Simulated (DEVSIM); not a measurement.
Device: illuminated Si n-on-p cell, one wavelength, with a back-surface field, at 300 K.

| layer (left to right) | material | thickness (μm) | Nd (cm⁻³) | Na (cm⁻³) | τn (s) | τp (s) | absorption coefficient (cm⁻¹) |
|---|---|---|---|---|---|---|---|
| 1 | Si | 0.950 | 1.3e19 | - | 1.8e-5 | 6.2e-5 | 24000 |
| 2 | Si | 210 | - | 1.3e16 | 0.00052 | 0.00052 | 24000 |
| 3 | Si | 0.220 | - | 8.2e18 | 0.00052 | 0.00052 | 24000 |

Left contact: ohmic, minority hole recombination velocity 200 cm/s. Right contact: ohmic, minority electron recombination velocity 2000 cm/s. Voltage is applied to the left contact. Recombination: SRH at mid-gap, radiative, Auger. Light enters at the left, 9.1e17 photons cm⁻² s⁻¹, one pass, no reflection. Mobility is μmin + (μ − μmin)/(1 + (N/Nref)^α).

Constants are typed, rounded textbook-type inputs, not results; the design itself was drawn at random and stands for no fabricated device. Values at 300 K.

```
parameter           Si
-------------  -------
gap (eV)         1.124
affinity (eV)     4.05
permittivity      11.7
Nc (cm⁻³)      2.86e19
Nv (cm⁻³)       3.1e19
μn (cm²/Vs)       1417
μp (cm²/Vs)        470
μn,min              52
μp,min              45
Nref,n          9.7e16
Nref,p          2.2e17
αn                0.68
αp                0.72
B (cm³/s)      4.7e-15
Cn (cm⁶/s)     2.8e-31
Cp (cm⁶/s)     9.9e-32
```

Model (solved in DEVSIM): 1D drift-diffusion, Boltzmann statistics, complete ionisation; no tunnelling, impact ionisation, image-force lowering or self-heating.

Question: Tabulate band edges, carrier densities and field at -0.9 V on the left contact, in the dark.

Answer: Energies count from the Fermi level of the right contact; mesh points crowd at the junctions.

```
x (μm)   Ec (eV)  Ev (eV)  n (cm⁻³)  p (cm⁻³)  field (V/cm)
-------  -------  -------  --------  --------  ------------
0.000      0.920   -0.204    1.3e19    5.0e15           -58
0.05252    0.920   -0.204    1.3e19    5.0e15           ≈ 0
0.2139     0.920   -0.204    1.3e19    5.1e15           ≈ 0
0.6222     0.920   -0.204    1.3e19    5.3e15           ≈ 0
0.8942     0.920   -0.204    1.3e19    5.6e15           ≈ 0
0.9489     0.931   -0.193    8.5e18    8.7e15         97000
0.9982     1.021   -0.103    2.7e17    2.8e17            20
1.267      1.021   -0.103    2.7e17    2.8e17           ≈ 0
2.039      1.021   -0.103    2.7e17    2.8e17           ≈ 0
4.561      1.021   -0.103    2.6e17    2.8e17           ≈ 0
12.80      1.020   -0.104    2.6e17    2.8e17           ≈ 0
56.90      1.018   -0.106    2.6e17    2.7e17           ≈ 0
149.2      1.012   -0.112    2.8e17    2.9e17           ≈ 0
192.1      1.008   -0.116    3.1e17    3.2e17           ≈ 0
207.1      1.007   -0.117    3.2e17    3.3e17           ≈ 0
209.8      1.007   -0.117    3.2e17    3.3e17           ≈ 0
210.6      1.007   -0.117    3.2e17    3.3e17           ≈ 0
210.9      1.007   -0.117    3.2e17    3.3e17           ≈ 0
210.9      1.069   -0.055    2.9e16    3.7e18        130000
211.0      1.090   -0.034    1.3e16    8.2e18           ≈ 0
211.1      1.090   -0.034    1.3e16    8.2e18           ≈ 0
211.2      1.090   -0.034    1.3e16    8.2e18          -220
```
